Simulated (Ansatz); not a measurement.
CdTe (model structure, started from the PtS type, P4₂/mmc, No. 131, 4 atoms in the cell)

Method: PBEsol (Ansatz, a first-principles code, plane waves, PAW).

Settings: plane-wave cutoff 500 eV, 10×10×6 k mesh (along the axes of the cell as run), Fermi–Dirac smearing 0.05 eV, scalar-relativistic PAW data made under PBE.

Cell (relaxed at this level):

```cif
data_Cd2Te2
_chemical_formula_sum 'Cd2 Te2'
_space_group_name_H-M_alt 'P 1'
_space_group_IT_number 1
_cell_length_a 4.27491
_cell_length_b 4.27491
_cell_length_c 7.78028
_cell_angle_alpha 90.000
_cell_angle_beta 90.000
_cell_angle_gamma 90.000
loop_
_space_group_symop_operation_xyz
  'x, y, z'
loop_
_atom_site_label
_atom_site_type_symbol
_atom_site_fract_x
_atom_site_fract_y
_atom_site_fract_z
_atom_site_occupancy
Cd1 Cd 0.00000 0.50000 0.00000 1
Cd2 Cd 0.50000 0.00000 0.50000 1
Te1 Te 0.00000 0.00000 0.25000 1
Te2 Te 0.00000 0.00000 0.75000 1
```

- band gap = zero (no gap)

Note: the relaxation could raise the start's symmetry but not lower it, so the cell can be a saddle point.

Spin–orbit coupling is not included.

Static lattice: no zero-point or thermal effects.

Cost on a shared machine: roughly 2.8 core-minutes.

A model structure was made by putting elements into a prototype or built by hand; it is no filed structure, need not be a known phase, and can be a saddle point held by its symmetry.
